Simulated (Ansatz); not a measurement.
```
MgSe
1.0
    0.00000     2.72489     2.72489
    2.72489     0.00000     2.72489
    2.72489     2.72489     0.00000
Mg Se
1 1
Direct
  0.00000   0.00000   0.00000
  0.50000   0.50000   0.50000
```

The numbers are results of r2SCAN, rigid bands (plane waves, PAW, scalar-relativistic; Ansatz, a quantum-chemistry and plane-wave program), not measurements. Condition of this run: functional r2SCAN on the same cell. Geometry: cell and atoms relaxed with PBEsol.

Problem. Predict the electron conductivity mass (n e² τ/σ) at 300 K, by direction if it differs.

Solution. 0.31 mₑ.

Problem. And the band gap?

Solution. 2.50 eV at this level; semilocal functionals usually fall short of the measured gap.

Rigid bands, one relaxation time for all states, no polarons. Spin-orbit coupling is left out; where it splits the top of the valence band it changes the hole mass and lowers the gap by about a third of the splitting. Geometry: cell and atoms relaxed with PBEsol.
